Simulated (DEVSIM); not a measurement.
Structure: Ti/HfO2/p-Ge capacitor, at 250 K.

Layer 1 from the left is HfO2, thickness (nm) 5.50. Layer 2 from the left is Ge, thickness (nm) 6000, Na (cm⁻³) 9.9e15.

Metal gate on the left, work function 4.33 eV. Fixed charge at the semiconductor interface 8.7e11 cm⁻² (in units of +e); no interface traps.

This is a model device: material constants are rounded textbook-type values typed into the input, and sizes, dopings and lifetimes were drawn at random. Values at 300 K; Nc and Nv go as T^1.5, mobilities as T to minus their exponent, the gap by Varshni's rule with the affinity fixed.

HfO2: gap (eV) 5.7, affinity (eV) 2.5, permittivity 22. Ge: gap (eV) 0.664, affinity (eV) 4, permittivity 16, Nc (cm⁻³) 1.04e19, Nv (cm⁻³) 6e18, Varshni α (eV/K) 0.000477, Varshni β (K) 235.

DEVSIM, 1D Poisson equation in equilibrium, Boltzmann statistics, complete ionisation; no quantum confinement or tunnelling. Metal contacts follow the ideal Schottky-Mott rule: no Fermi-level pinning, no interface dipoles.

Problem. What does the simulation give for the minimum of the low-frequency capacitance, the flat-band voltage, the threshold voltage (band bending 2φF)?

Solution. minimum of the low-frequency capacitance 0.0615 μF/cm²; flat-band voltage -0.26 V; threshold voltage (band bending 2φF) 0.16 V.
